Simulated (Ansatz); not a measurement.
Take Si in the diamond structure (space group Fd-3m, No. 227; a = 5.434 Å) as the base. Axes: x, y, z lie along the cube axes.

All numbers come from PBEsol (Ansatz, a program for electronic structure), spin-orbit coupling left out.

For the base:

| Item | Result |
|---|---|
| Valence-band top at Γ | 0.00, 0.00, 0.00 eV |
| Volume per atom | 20.05 Å³ |

The change: uniaxial stress, 2 GPa compression along z, with the cell and atoms free to relax against it.

What does the calculation give for the valence-band top at Γ, secant Young's modulus along z, mean lateral Poisson ratio and volume per atom after the change?

The valence-band top at Γ (three highest levels, from the VBM) changes from 0.00, 0.00, 0.00 eV to 0.00, -0.15, -0.15 eV; the secant Young's modulus along z is 120 GPa; the mean lateral Poisson ratio amounts to 0.29; the volume per atom decreases by 0.14 Å³, from 20.05 Å³ to 19.91 Å³.

The levels and masses belong to the bands next to the band gap. Load acts through the strain it causes; cell and atoms are relaxed under it. Stability under load was not tested beyond the relaxation.
